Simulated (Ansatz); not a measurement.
SrO under load (space group I4/mmm), r2SCAN, rigid bands (Ansatz, an electronic-structure program). Condition of this run: uniaxial stress along [001] of 9 GPa (compression positive) (the target of the relaxation). Band gap 3.48 eV, N_c = 1.09e19 cm⁻³ and N_v = 2.06e20 cm⁻³ at 300 K, conductivity masses along y (a = (0.00, 2.59, 2.45) Å; b = (2.59, 0.00, 2.45) Å; c = (2.59, 2.59, 0.00) Å) of 0.398 mₑ (electrons) and 5.95 mₑ (holes). Take k_BT = 0.02585 eV.

Problem. Find the intrinsic carrier density and the intrinsic Fermi level.

Solution. n_i = √(N_c N_v) exp(−E_g/2k_BT) = 4.74e19 × exp(−67.31) = 2.8e-10 cm⁻³. The level lies (k_BT/2) ln(N_v/N_c) = 38 meV from mid-gap (positive towards the conduction band). Each 0.1 eV added to the gap lowers n_i by a factor of 6.9.

Problem. What thermal injection velocity √(2k_BT/πm) limits a ballistic channel along the direction named?

Solution. 8.53e6 cm/s for electrons and 2.21e6 cm/s for holes, a ratio of √(m_h/m_e) = 3.87, for dilute carriers.

Problem. A film of it is 3 nm thick, with its normal along the direction named. Estimate the confinement energies in an infinite well.

Solution. ħ²π²/(2m t²) = 0.376 eV·nm²/(m/mₑ × t²) gives 105 meV for electrons and 7.02 meV for holes, so the gap would widen to about 3.59 eV. Finite barriers and nonparabolic bands lower this, and with several valleys or bands the heaviest mass along the normal sets the lowest level, not this average.

Rigid bands with the computed gap; masses take one relaxation time for all states. Spin-orbit coupling is left out; where it splits the top of the valence band, N_v and the p-type Seebeck coefficient come out somewhat high without it. Geometry: cell and atoms relaxed with PBEsol.
